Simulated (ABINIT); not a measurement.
Input and output of a self-consistent single point for BeCo (Pm-3m, 2 atoms in the cell) (ABINIT).

Method: LDA (PW92), norm-conserving pseudopotentials (PseudoDojo nc-sr-04 LDA standard) (plane waves; ABINIT).

```xyz
2
Lattice="2.5718 0.0000 0.0000 0.0000 2.5718 0.0000 0.0000 0.0000 2.5718" Properties=species:S:1:pos:R:3 pbc="T T T"
Be     0.0000     0.0000     0.0000
Co     1.2859     1.2859     1.2859
```
Moments meant for the start (each program seeds them in its own way; μB, in the order of the atoms Be Co): 0.0 3.0.

Reference input (self-consistent single point, DFT, PBEsol, plane waves, norm-conserving pseudopotentials (PseudoDojo nc-sr-04 PBEsol standard)): pseudos = [Be.upf, Co.upf]; ecut = 1306 eV; nsppol = 2; occopt = 3; tsmear = 0.1 eV; ngkpt = 9 9 9; nshiftk = 1; shiftk = 0 0 0; potentials = PseudoDojo nc-sr-04 PBEsol standard; nband = 17; kptopt = 1; nstep = 50. This run's input differs from it in these lines:

```diff
@@ -1,2 +1,2 @@
-# BeCo, PseudoDojo nc-sr-04 PBEsol standard
+# BeCo, PseudoDojo nc-sr-04 LDA standard
 pp_dirpath "./"
```

Its files differ too (potentials: PseudoDojo nc-sr-04 PBEsol standard → PseudoDojo nc-sr-04 LDA standard).

The program printed (abridged):

```
--- !BeginCycle
solver: {iscf: 7, nstep: 50, nline: 4, wfoptalg: 0, }
tolerances: {tolvrs: 1.00E-12, }
...

     iter   Etot(hartree)     deltaE(h) residm    vres2    magn
 ETOT  1  -166.54174474395    -1.67E+02 3.36E-01 1.24E+02 1.163
 ETOT  2  -166.50791591501     3.38E-02 1.45E-02 1.28E+03 0.541
 ETOT  3  -166.68786217996    -1.80E-01 2.29E-03 4.19E+00 0.678
 ETOT  4  -166.68835688784    -4.95E-04 1.03E-03 4.40E+00 0.606
 ETOT  5  -166.68940718769    -1.05E-03 5.24E-04 1.38E-01 0.529
   [... 6 lines left out ...]
 ETOT 12  -166.68996365581    -8.15E-10 1.70E-05 2.22E-08 0.194
 ETOT 13  -166.68996365582    -9.95E-12 9.71E-06 3.01E-10 0.194
 ETOT 14  -166.68996365582    -4.26E-13 6.23E-06 3.27E-12 0.194
 ETOT 15  -166.68996365582     1.82E-12 3.48E-06 9.43E-13 0.194
 At SCF step   15       vres2   =  9.43E-13 < tolvrs=  1.00E-12 =>converged.

 Cartesian components of stress tensor (hartree/bohr^3)
  sigma(1 1)=  2.87597328E-04  sigma(3 2)=  0.00000000E+00
  sigma(2 2)=  2.87597328E-04  sigma(3 1)=  0.00000000E+00
  sigma(3 3)=  2.87597328E-04  sigma(2 1)=  0.00000000E+00

 Integrated electronic and magnetization densities in atomic spheres:
 Radius=ratsph(iatom), smearing ratsm=  0.0000. Diff(up-dn)=approximate z local magnetic moment.
 Atom    Radius    up_density   dn_density  Total(up+dn)  Diff(up-dn)
    1   2.00000     1.680498     1.687190      3.367689    -0.006692
    2   2.00000     7.803573     7.603828     15.407401     0.199745
  Sum:              9.484071     9.291019     18.775090     0.193053
 Total magnetization (from the atomic spheres):             0.193053
   [... lines left out ...]
 Total magnetization (exact up - dn):                       0.193599
 Fermi (or HOMO) energy (hartree) =   0.37667   Average Vxc (hartree)=  -0.50618
 Fermi (or HOMO) energy (eV) =  10.24973   Average Vxc (eV)= -13.77391
   [... lines left out ...]
total_energy        : -1.66689963655823E+02
total_energy_eV     : -4.53586458664805E+03
band_energy         : -1.97338292159588E+01
...

-Cartesian components of stress tensor (GPa)         [Pressure= -8.4614E+00 GPa]
- sigma(1 1)=  8.46140410E+00  sigma(3 2)=  0.00000000E+00
- sigma(2 2)=  8.46140410E+00  sigma(3 1)=  0.00000000E+00
- sigma(3 3)=  8.46140410E+00  sigma(2 1)=  0.00000000E+00

 Calculation completed.
```

The run converged in 15 iterations. Against the reference run the pressure goes from -0.95 to -8.46 GPa and the size of the net moment goes from 0.16 to 0.10 μB/atom.

The starting cell comes from a database of computed structures (which also holds hypothetical and non-ambient phases and stackings), without a prior relaxation at this level. The moments shrank to a small part of their start, a low-spin state that need not be the lowest. With a pressure of about -8 GPa the cell is away from its equilibrium volume at this level.

Cost on one core of a shared machine: roughly 40 s.
